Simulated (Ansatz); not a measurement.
**Ag in the fcc (Cu type) structure (space group Fm-3m, No. 225)**

Space group Fm-3m (No. 225); a = b = c = 4.0015 Å, α = β = γ = 90.00°

```csv
atom,site,symmetry,x,y,z
Ag,4a,m-3m,0.0000,0.0000,0.0000
```
(The calculation used a cell of 1 atom; values per cell refer to that cell.)

All numbers come from Kohn–Sham DFT with the LDA functional, run in Ansatz (a quantum-chemistry and plane-wave program) with PAW and 420 eV plane waves, spin-orbit coupling left out. k-mesh 20×20×20 (Γ-centred); smearing 0.05 eV (Fermi–Dirac).

| Property | Value |
|---|---|
| Volume per atom | 16.02 Å³ |
| Density | 11.18 g/cm³ |
| Band gap | zero |
| Total energy | -7458.155 eV/atom (σ→0; compares only within this code and set-up) |

Whether these cells are dynamically stable was not tested.
